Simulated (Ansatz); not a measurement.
# What uniaxial strain ε_zz = −1.00 % does to Pd

Base system: Pd in the fcc (Cu type) structure (space group Fm-3m, No. 225; a = 3.910 Å; relaxed with 0.1 eV smearing). Axes: x, y, z lie along the cube axes.

The change: uniaxial strain ε_zz = −1.00 %, all other strain components held at zero; the atoms relax in the strained cell.

Computed with r2SCAN (Ansatz, a program for electronic structure, PAW, spin-orbit coupling left out). k-mesh 29×29×29 (Γ-centred); smearing 0.1 eV (Fermi–Dirac).

The volume per atom drops by 0.15 Å³, from 14.95 Å³ to 14.80 Å³ and the shortest interatomic distance decreases by 0.014 Å to 2.751 Å. The energy grows by 1.0 meV/atom and the band gap is still zero. The stress (xx, yy, zz, yz, xz, xy; compression positive) comes out as (1.7, 1.7, 2.2, 0.0, 0.0, 0.0) GPa.

Final structure:

```
CELL_PARAMETERS angstrom
      0.00000     1.95520     1.93565
      1.95520     0.00000     1.93565
      1.95520     1.95520     0.00000
ATOMIC_POSITIONS crystal
  Pd 0.00000 0.00000 0.00000
```

No phonon test of stability was made. All final runs are without spin polarisation. Pd has a high density of states at the Fermi level and may be magnetic at this level.
